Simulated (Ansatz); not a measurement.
The starting structures come from a database of crystals and need not be the phases stable at ambient conditions.

Tunnelling through a barrier is set by its complex band structure: the current falls as exp(−2κd) with the smallest κ.

Here is the system:

```xyz
18
Lattice="8.2675 0.0000 0.0000 0.0000 8.4130 0.0000 4.1337 0.0000 4.1337" Properties=species:S:1:pos:R:3 pbc="T T T"
K      8.2675     0.0000     4.1337
K      0.0000     0.0000     0.0000
Na     2.0669     2.0316     2.0669
Na     6.2006     6.3814     2.0669
La     0.0000     4.2065     0.0000
La     8.2675     4.2065     4.1337
Nb     2.0669     6.2649     2.0669
Nb     6.2006     2.1481     2.0669
O      2.0669     8.1331     2.0669
O      6.2006     0.2799     2.0669
O      3.9619     5.6611     2.0669
O      2.0669     5.6611     0.1718
O      8.4393     5.6611     2.0669
O     10.3343     5.6611     3.9619
O      6.2006     2.7519     0.1718
O      8.0957     2.7519     2.0669
O      6.2006     2.7519     3.9619
O      4.3055     2.7519     2.0669
```

Space group of this cell: P4/nmm. The cell is taken as given; by r2SCAN its mean pressure is -4.1 GPa.

Transport runs along the normal of the first two printed cell vectors, the (110) plane of the conventional cell.

The gap is the functional's own, uncorrected, and κ follows it; spin-orbit coupling is left out. Mid-gap values are interpolated between the computed energies.

**Question.** Give the band gap and the smallest decay constant κ at mid-gap that r2SCAN in Ansatz (a first-principles code) yields.

**Answer.** Gap 4.03 eV on a 8×4×8 mesh; κ = 0.492 1/Å, at the zone centre.
